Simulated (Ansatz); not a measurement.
# Pressure series in Au

Consider Au in the fcc (Cu type) structure (space group Fm-3m, No. 225).

```yaml
crystal:
  lattice:
    - [0.00000, 2.06204, 2.06204]
    - [2.06204, 0.00000, 2.06204]
    - [2.06204, 2.06204, 0.00000]
  atoms:
    - { symbol: Au, position: [0.00000, 0.00000, 0.00000] }
```

Cell and atoms are relaxed at each pressure.

Level of theory: Kohn–Sham DFT with the r2SCAN functional, run in Ansatz (an electronic-structure program) with PAW and 500 eV plane waves, no SOC.

Notes on the quantities. enthalpy: H = E + PV relative to the base's energy.

```json
[
 {"change": "base", "density": "18.65 g/cm³", "shortest interatomic distance": "2.916 Å", "enthalpy": "–"},
 {"change": "pressure −2 GPa", "density": "18.40 g/cm³", "shortest interatomic distance": "2.929 Å", "enthalpy": "-0.22 eV/atom"},
 {"change": "pressure −1 GPa", "density": "18.53 g/cm³", "shortest interatomic distance": "2.923 Å", "enthalpy": "-0.11 eV/atom"},
 {"change": "pressure 0.9 GPa", "density": "18.76 g/cm³", "shortest interatomic distance": "2.911 Å", "enthalpy": "+0.10 eV/atom"},
 {"change": "pressure 2.1 GPa", "density": "(withheld)", "shortest interatomic distance": "(withheld)", "enthalpy": "+0.23 eV/atom"},
 {"change": "pressure 4.5 GPa", "density": "19.17 g/cm³", "shortest interatomic distance": "2.890 Å", "enthalpy": "+0.49 eV/atom"},
 {"change": "pressure 9 GPa", "density": "19.63 g/cm³", "shortest interatomic distance": "2.867 Å", "enthalpy": "+0.96 eV/atom"},
 {"change": "pressure 15 GPa", "density": "20.17 g/cm³", "shortest interatomic distance": "2.841 Å", "enthalpy": "+1.57 eV/atom"},
 {"change": "pressure 22.5 GPa", "density": "20.77 g/cm³", "shortest interatomic distance": "2.813 Å", "enthalpy": "+2.32 eV/atom"},
 {"change": "pressure 30 GPa", "density": "21.30 g/cm³", "shortest interatomic distance": "2.790 Å", "enthalpy": "+3.05 eV/atom"}
]
```

Problem. What belongs in the blanks?

Solution. 
- pressure 2.1 GPa, density: 18.90 g/cm³
- pressure 2.1 GPa, shortest interatomic distance: 2.903 Å

Load acts through the strain it causes; cell and atoms are relaxed under it. Stability against distortions was not tested. Competing high-pressure phases were not computed.
